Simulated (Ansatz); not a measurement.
Start from Cu3SbS4 (space group I-42m, No. 121).

```yaml
crystal:
  lattice:
    - [-2.66991, 2.66991, 5.31753]
    - [2.66991, -2.66991, 5.31753]
    - [2.66991, 2.66991, -5.31753]
  atoms:
    - { symbol: S, position: [0.59913, 0.59913, 0.46589] }
    - { symbol: S, position: [0.40087, 0.86676, 0.00000] }
    - { symbol: S, position: [0.13324, 0.13324, 0.53411] }
    - { symbol: S, position: [0.86676, 0.40087, 0.00000] }
    - { symbol: Sb, position: [0.00000, 0.00000, 0.00000] }
    - { symbol: Cu, position: [0.25000, 0.75000, 0.50000] }
    - { symbol: Cu, position: [0.75000, 0.25000, 0.50000] }
    - { symbol: Cu, position: [0.50000, 0.50000, 0.00000] }
```

Cartesian axes are those of the cell as printed.

Computed with PBEsol, PAW, 420 eV (Ansatz, an electronic-structure program; spin-orbit coupling left out).

Base values:

The pressure is 0.0 GPa and the shortest interatomic distance comes out as 4.271 bohr.

Modification: the cell is compressed by 0.75 % along z with no lateral relaxation; the atoms relax in the strained cell.

Q: Estimate the effect on the pressure, energy relative to the base and shortest interatomic distance.

A: The pressure (mean of the normal stresses, compression positive) goes from zero to 0.6 GPa; the energy grows by 0.3 meV/atom; the shortest interatomic distance decreases by 0.011 bohr (4.271 bohr → 4.260 bohr).

Without a gap, meshes like the base's 12×12×12 leave anisotropic stresses uncertain by several tenths of a GPa, and small strain energies with them. Whether these cells are dynamically stable was not tested. The final runs are not spin-polarised.
